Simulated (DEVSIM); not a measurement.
Structure: abrupt CdTe n-p junction, at 300 K.

Layer 1 from the left is CdTe, thickness (μm) 52.0, Nd (cm⁻³) 1.3e16, τn (s) 1.2e-9, τp (s) 1.2e-9. Layer 2 from the left is CdTe, thickness (μm) 4.20, Na (cm⁻³) 1.4e17, τn (s) 1.2e-9, τp (s) 1.2e-9.

Left contact: ohmic. Right contact: ohmic. Voltage is applied to the left contact. Recombination: SRH at mid-gap. Mobility is μmin + (μ − μmin)/(1 + (N/Nref)^α).

The device is made up for the run: typed textbook-type constants, with dimensions and the other settings drawn at random. Values at 300 K.

CdTe: gap (eV) 1.5, affinity (eV) 4.28, permittivity 10.2, Nc (cm⁻³) 8e17, Nv (cm⁻³) 1.8e19, μn (cm²/Vs) 1000, μp (cm²/Vs) 80, μn,min 100, μp,min 10, Nref,n 1e17, Nref,p 1e17, αn 0.6, αp 0.6.

Simulated with DEVSIM: 1D drift-diffusion, Boltzmann statistics, complete ionisation; no tunnelling, impact ionisation, image-force lowering or self-heating.

What does the simulation give for the dark forward voltage at 1 A/cm², the dark forward voltage at 100 A/cm², the largest field in the device at zero bias?

dark forward voltage at 1 A/cm² 1.079 V; dark forward voltage at 100 A/cm² 1.566 V; largest field in the device at zero bias 72000 V/cm.
